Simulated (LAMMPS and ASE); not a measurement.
Interatomic potentials scored against PBE on 6 thermal frames of TiSi melt or glass, 48 atoms, from CHGNet MD at 2310 K and 0 GPa (started from the melt; by its diffusion the run was liquid).

Reference: DFT, PBE, plane waves, Ansatz's default PAW set, run with Ansatz at one k-point, whose own sampling error enters the misses (most for metals); rms force 1.06 eV/Å, static pressure 0.4 GPa, which carries the basis error of a finite cutoff. Potentials ran in LAMMPS and ASE. The frames were drawn by MD with CHGNet 0.3.0, so they lie where that potential goes, which can favour it. The MPtrj networks were trained on PBE and PBE+U, and their training set holds relaxations of crystals, many of these compositions among them. Potentials trained on another functional, or fitted to measurement, also carry the gap between that and the reference.

- SevenNet-0: SevenNet-0, trained on MPtrj
- CHGNet r2SCAN: CHGNet transfer-learned on r2SCAN data
- SevenNet-l3i5: SevenNet-l3i5, trained on MPtrj
- CHGNet 0.3.0: CHGNet 0.3.0, trained on MPtrj (PBE and PBE+U)

```json
[
 {"potential": "SevenNet-l3i5", "force RMSE (eV/Å)": "0.28", "RMSE over rms force": "0.27", "force correlation": "0.97", "relative energy RMSE (meV/atom)": "9.8", "static pressure miss (GPa)": "-1.1"},
 {"potential": "SevenNet-0", "force RMSE (eV/Å)": "0.32", "RMSE over rms force": "0.30", "force correlation": "0.97", "relative energy RMSE (meV/atom)": "13", "static pressure miss (GPa)": "-1.2"},
 {"potential": "CHGNet r2SCAN", "force RMSE (eV/Å)": "0.35", "RMSE over rms force": "0.33", "force correlation": "0.96", "relative energy RMSE (meV/atom)": "16", "static pressure miss (GPa)": "-2.5"},
 {"potential": "CHGNet 0.3.0", "force RMSE (eV/Å)": "0.40", "RMSE over rms force": "0.38", "force correlation": "0.97", "relative energy RMSE (meV/atom)": "14", "static pressure miss (GPa)": "-1.4"}
]
```
